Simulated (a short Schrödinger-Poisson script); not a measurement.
System: gated Al0.4Ga0.6N/GaN polarisation-induced gas, at 20 K.

| layer | material | thickness (nm) | Na (cm⁻³) |
|---|---|---|---|
| 1 | Al0.4Ga0.6N | 15 | - |
| 2 | GaN | 6000 | 3e15 |

The device is made up for the run: typed textbook-type constants, with dimensions and the other settings drawn at random. Al0.4Ga0.6N: permittivity 9.26, conduction-band edge (eV) 0.58, gap (eV) 4.258, electron mass (mₑ) 0.248, Nv at 300 K (cm⁻³) 4.6e19. GaN: permittivity 9.5, conduction-band edge (eV) 0, gap (eV) 3.43, Nv at 300 K (cm⁻³) 4.6e19.

Channel valleys (confinement mass, in-plane density-of-states mass, number): Γ 0.2, 0.2, 1. At the gate the conduction-band edge of layer 1 lies 1.36 eV − eVg above the Fermi level of the channel; the field vanishes at the back. Sheet of polarisation charge: +2e13 e/cm² at 15 nm from the gate. The barrier under the gate holds no holes. Gaps are held at their typed values at every temperature. Mesh 0.08 nm at interfaces.

Solved with a short Schrödinger-Poisson script written for these runs: 1D Poisson equation in equilibrium, electrons quantum, Hartree (BenDaniel-Duke, 40 states a valley, the channel's in-plane mass for all, wave functions free to enter the barrier), parabolic valleys, classical holes, full ionisation, no traps, pinning or gate leakage.

### Question
List the lowest subbands of each valley and their electrons at Vg = 0.5 V.

### Answer
```
valley  subband  energy from the Fermi level (meV)  electrons (cm⁻²)  share (%)
------  -------  ---------------------------------  ----------------  ---------
Γ             0                             -180.6           1.51e13       88.9
Γ             1                              -22.6           1.89e12       11.1
Γ             2                               23.8             < 1e6        0.0
```

All electrons: 1.70e13 cm⁻².
